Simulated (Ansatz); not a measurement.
**Worked sum: formation energy of the neutral V_C in ZrC (rock salt, Fm-3m)**

We look at the formation energy of the neutral V_C in ZrC (rock salt, Fm-3m). Reaction: 32 ZrC (rock salt) → cell A + C (graphite).

A: a supercell of 64 sites of ZrC (rock salt, Fm-3m) with one empty C site amid 6 Zr; spin state with PBE: run without spin.

Ansatz (an electronic-structure program) with PAW potentials; structures come from PBE+D3(BJ) relaxations, nuclei static, no net charge. Ansatz runs with its PAW set soft_1. Larger cells are relaxed from a start prepared with the learned potential CHGNet, on a coarser mesh till forces fall under 0.03 eV/Å, which some starts already meet. Space groups of crystals are read within 0.01 Å. Mesh and cell size may move defect energies by 0.1 eV or more. The value holds for the reservoirs listed; other chemical potentials shift it. Cell A has symmetry Pm-3m within 0.02 Å and got no random move, so less symmetric positions, which may lie lower, weren't tried.

Total energies of the cells in eV, at zero smearing width. They compare only within one column; the weights balance every element.

```tsv
cell	atoms	weight	PBE+D3(BJ)
A: ZrC:V_C	63	+1	-141742.27606
C (graphite)	4	+1/4	-1004.33948
ZrC (rock salt)	64	−1	-141994.71959
```

PBE+D3(BJ): (-141742.27606) + 1/4 × (-1004.33948) − (-141994.71959) = 1.359 eV.

What follows from the PBE+D3(BJ) value: The value above is the C-rich limit, with C (graphite) as reservoir. The host forms with -0.92 eV/atom at this level, so before it gives way to its other element Δμ(C) can go down to -0.92 × 2 = -1.84 eV (other compounds may narrow the range). The defect releases 1 C, so the C-poor limit is 1.36 + 1 × (-1.84) = -0.48 eV.

With the reservoirs of the reaction as written, and without entropy terms or charged states, the share of sites that hold the defect in equilibrium is exp(−1.36 eV/k_BT) = 1.4×10^-7 at 1000 K.
